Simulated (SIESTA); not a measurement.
A relaxation of cell and atoms of WSe2 (P6_3/mmc, 6 atoms in the cell) with SIESTA.

Level of theory: GGA PBE, numerical atomic orbitals DZP, PseudoDojo PBE standard norm-conserving potentials (rewritten from UPF to PSML) (SIESTA 5.4.2).

```
WSe2
1.0
    1.63984    -2.84028     0.00000
    1.63984     2.84028     0.00000
    0.00000     0.00000    12.95870
W Se
2 4
Direct
  0.33333   0.66667   0.25000
  0.66667   0.33333   0.75000
  0.33333   0.66667   0.87900
  0.66667   0.33333   0.37900
  0.66667   0.33333   0.12100
  0.33333   0.66667   0.62100
```

Reference input (self-consistent single point, DFT, GGA PBE, numerical atomic orbitals DZP, PseudoDojo PBE standard norm-conserving potentials (rewritten from UPF to PSML)): XC.functional = GGA; XC.authors = PBE; potentials = PseudoDojo PBE standard; PAO.BasisSize = DZP; PAO.EnergyShift = 0.005 Ry; MeshCutoff = 400 Ry; kgrid.MonkhorstPack = 5 5 1; OccupationFunction = FD; ElectronicTemperature = 20 meV; MaxSCFIterations = 150; SCF.Mixer.Method = Pulay; SCF.Mixer.Weight = 0.2. This run's input differs from it in these lines:

```diff
@@ -45,2 +45,7 @@
 Diag.ParallelOverK           true
+MD.TypeOfRun                 FIRE
+MD.Steps                     40
+MD.MaxForceTol               0.02 eV/Ang
+MD.VariableCell              true
+MD.MaxStressTol              0.05 GPa
 WriteForces                  true
```

Output (repeated stretches shortened):

```
        iscf     Eharris(eV)        E_KS(eV)     FreeEng(eV)     dDmax    Ef(eV) dHmax(eV)
   scf:    1   -17276.985766   -17311.657444   -17311.657444  1.604974 -2.643778 13.472980
   scf:    2   -17320.299564   -17321.292810   -17321.292810  0.393466 -3.475065  1.301035
   scf:    3   -17321.663462   -17321.581708   -17321.581708  0.091926 -3.456703  1.141732
   scf:    4   -17321.701494   -17321.666056   -17321.666056  0.093587 -3.608543  0.325623
   scf:    5   -17321.234153   -17321.538855   -17321.538855  0.042053 -3.411309  1.461566
   scf:    6   -17321.720906   -17321.674347   -17321.674347  0.029939 -3.577613  0.174159
   scf:    7   -17321.676770   -17321.676265   -17321.676265  0.003974 -3.601807  0.007635
   scf:    8   -17321.676272   -17321.676272   -17321.676272  0.000451 -3.602396  0.001231
   scf:    9   -17321.676272   -17321.676272   -17321.676272  0.000261 -3.602081  0.000343
   scf:   10   -17321.676272   -17321.676272   -17321.676272  0.000009 -3.602132  0.000074
SCF Convergence by DM+H criterion
max |DM_out - DM_in|         :     0.0000093723
max |H_out - H_in|      (eV) :     0.0000737227
SCF cycle converged after 10 iterations

Using DM_out to compute the final energy and forces

siesta: E_KS(eV) =           -17321.6763

siesta: E_KS - E_eggbox =    -17321.6763

siesta: Atomic forces (eV/Ang):
     1    0.000000   -0.000198   -0.000000
   [... lines left out ...]
siesta: Pressure (static):        121.67512407  kBar
siesta: Pressure (total):        121.67512407  kBar
No target stress found, assuming hydrostatic MD.TargetPressure.
Target stress (kBar)
outcell: Cell volume (Ang**3)        :    133.5259
        iscf     Eharris(eV)        E_KS(eV)     FreeEng(eV)     dDmax    Ef(eV) dHmax(eV)
siesta: Pressure (static):          0.18926891  kBar
siesta: Pressure (total):          0.18926891  kBar
outcell: Cell volume (Ang**3)        :    133.5259
siesta: FreeEng =    -17322.046384
   [... lines left out ...]

              0.062   0.036
   4 16.208   1.743   0.081   1.355   1.382   1.356  -0.011   0.054  -0.012
              2.003   2.002   2.003   2.002   2.003   0.036   0.062   0.051

              0.062   0.036
   5 16.208   1.743   0.081   1.355   1.382   1.356  -0.011   0.054  -0.012
              2.003   2.002   2.003   2.002   2.003   0.036   0.062   0.051

              0.062   0.036
   6 16.208   1.743   0.081   1.355   1.382   1.356  -0.011   0.054  -0.012
              2.003   2.002   2.003   2.002   2.003   0.036   0.062   0.051

              0.062   0.036

mulliken: Qtot =       92.000

Mulliken Atomic Populations:
Atom #   charge [q] valence [e]  Species
     1     0.416775   13.583225  W
     2     0.416775   13.583225  W
     3    -0.208388   16.208388  Se
     4    -0.208387   16.208387  Se
     5    -0.208388   16.208388  Se
     6    -0.208387   16.208387  Se
 Total    -0.000000
```

The relaxation ended unconverged. 

The starting cell has typed, rounded lattice constants, without a prior relaxation at this level. Its lattice was rescaled by a random factor within 2.5 % of one. Values carry the incompleteness of an atom-centred basis. One axis grew by 6 %: without a dispersion term the functional hardly binds the layers.

Cost on one core of a shared machine: roughly 20 min.
